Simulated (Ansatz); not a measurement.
Terminations of the (100) surface of fcc Pt, measured from the surface 'clean 1x1'. Atoms come from or go to: Ag: fcc Ag, Cu: fcc Cu, In: tetragonal indium, Mg: hcp Mg, Os: hcp Os, Pd: fcc Pd, Pt: fcc Pt, Re: hcp Re, Rh: fcc Rh, Ru: hcp Ru, Sn: beta tin, W: bcc W. ΔE is the energy of forming the row's surface from that one (negative: more stable at these reservoirs); the vacuum level's shift is aligned on the shared bottom. No zero-point or thermal terms. These are constructed structures in small cells; real faces may alloy, dewet or reconstruct in larger ones, and not all known structures of the face are among them. Slabs of about 10 Å with all that they carry, Fermi-Dirac smearing of 0.1 eV. Bottom of the slabs: a bare face, its two planes held. Relaxed from the named starts with such symmetry as they have, on meshes of like density; energies extrapolated to zero smearing; no spin-orbit coupling, no U. Spin-polarised runs, if any, are marked in brackets, and their order is one that fits the cell; the others ran without spin. A dash marks a value that is undefined for that row (no clear gap, or no work function of a gapped slab) or was not read reliably on its mesh.

Method: PBE (plane waves to 420 eV, PAW; Ansatz, a program for electronic structure).

```tsv
surface	atoms added per 1x1	ΔE per 1x1 (eV)	shift of the vacuum level (eV)	work function (eV)
a pseudomorphic layer of Os in the host's stacking	+1 Os	?	-0.08	5.58
a layer of Ag in place of the second plane	+1 Ag, -1 Pt	0.08	0.13	5.77
a layer of Cu in place of the second plane	+1 Cu, -1 Pt	-0.28	0.03	5.67
a pseudomorphic layer of In in the host's stacking	+1 In	?	-1.29	4.37
a layer of Ru in place of the second plane	-1 Pt, +1 Ru	-0.09	-0.31	5.36
a layer of W in place of the second plane	-1 Pt, +1 W	-1.05	-0.90	4.77
a layer of Re in place of the second plane	-1 Pt, +1 Re	-0.54	-0.66	5.03
a layer of Rh in place of the second plane	-1 Pt, +1 Rh	-0.09	-0.13	5.54
a layer of Sn in place of the second plane	-1 Pt, +1 Sn	-0.21	-0.45	5.21
a pseudomorphic layer of W in the host's stacking	+1 W	0.71	-0.52	5.12
a pseudomorphic layer of Pd in the host's stacking	+1 Pd	-0.18	-0.65	5.01
a pseudomorphic layer of Mg in the host's stacking	+1 Mg	-1.34	-1.83	3.83
```

**Question.** What belongs in the gaps?

**Answer.** 
- a pseudomorphic layer of Os in the host's stacking, ΔE per 1x1 (eV): 1.26
- a pseudomorphic layer of In in the host's stacking, ΔE per 1x1 (eV): -0.80
